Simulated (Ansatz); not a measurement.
A set of cells, compared by their band gap.

Cell A: NaCl (rock salt, Fm-3m), 2 atoms in the cell, k-point mesh 10×10×10 on the run's own vectors.
```
NaCl
1.0
    0.00000     2.84620     2.84620
    2.84620     0.00000     2.84620
    2.84620     2.84620     0.00000
Na Cl
1 1
Cartesian
  0.00000   0.00000   0.00000
  2.84620   2.84620   2.84620
```

Cell B: CaO (rock salt, Fm-3m), 2 atoms in the cell, k-point mesh 12×12×12 on the run's own vectors.
CaO has the cubic space group Fm-3m (No. 225), the rock salt structure, Pearson symbol cF8. Conventional cell: a = 4.8308 Å, b = 4.8308 Å, c = 4.8308 Å, α = 90.00°, β = 90.00°, γ = 90.00°. Ca on 4a sees 6 O at 2.415 Å (octahedral). O on 4b sees 6 Ca at 2.415 Å (octahedral). (Neighbours: up to the widest gap in distance over summed covalent radii, below 1.35, at either atom; cation-cation and far metal-metal contacts left out.)
(The calculation used a cell of 2 atoms; values per cell refer to that cell.)

Cell C: AgBr (rock salt, Fm-3m), 2 atoms in the cell, k-point mesh 10×10×10 on the run's own vectors.
AgBr is modelled in the cubic space group Fm-3m (No. 225), the rock salt structure, Pearson symbol cF8. Conventional cell: a = b = c = 5.8415 Å, α = β = γ = 90.00°. Ag on 4a is coordinated by 6 Br at 2.921 Å (octahedral). Br on 4b sees 6 Ag at 2.921 Å (octahedral). (Neighbours: up to the widest gap in distance over summed covalent radii, below 1.35, at either atom; cation-cation and far metal-metal contacts left out.)
(The calculation used a cell of 2 atoms; values per cell refer to that cell.)

Cell D: PbS (rock salt, Fm-3m), 2 atoms in the cell, k-point mesh 10×10×10 on the run's own vectors.
PbS is modelled in the cubic space group Fm-3m (No. 225), the rock salt structure, Pearson symbol cF8. Conventional cell: a = 6.009 Å, b = 6.009 Å, c = 6.009 Å, α = 90.00°, β = 90.00°, γ = 90.00°. Pb on 4a sees 6 S at 3.004 Å (octahedral). S on 4b sees 6 Pb at 3.004 Å (octahedral). (Neighbours: up to the widest gap in distance over summed covalent radii, below 1.35, at either atom; cation-cation and far metal-metal contacts left out.)
(The calculation used a cell of 2 atoms; values per cell refer to that cell.)

Cell E: TiC (rock salt, Fm-3m), 2 atoms in the cell; spin state with PBE: run without spin, k-point mesh 14×14×14 on the run's own vectors.
```yaml
crystal:
  lattice:
    - [0.00000, 2.16638, 2.16638]
    - [2.16638, 0.00000, 2.16638]
    - [2.16638, 2.16638, 0.00000]
  atoms:
    - { symbol: Ti, position: [0.00000, 0.00000, 0.00000] }
    - { symbol: C, position: [0.50000, 0.50000, 0.50000] }
```

All numbers come from Ansatz (a first-principles code), plane waves with PAW, its default PAW set, cutoff 420 eV. The structures are at rest with PBE. Neutral cells; Fermi-Dirac smearing of at most 0.05 eV in the solids, energies taken to zero width. The runs are scalar-relativistic, without spin-orbit coupling. A dispersion term ran beside these levels; it doesn't touch the electrons. Gaps are highest filled to lowest empty Kohn-Sham level on the run's k-point mesh, states of defects and surfaces included; edges off the mesh make the true gap smaller, and under 0.08 eV counts as none.

Give the band gap (eV) at the level PBE, cell by cell.


```tsv
cell	PBE
A	5.00 (direct)
B	3.66 (indirect)
C	0.69 (indirect)
D	0.49 (direct)
E	none
```

With PBE the value is lowest for E and highest for A.
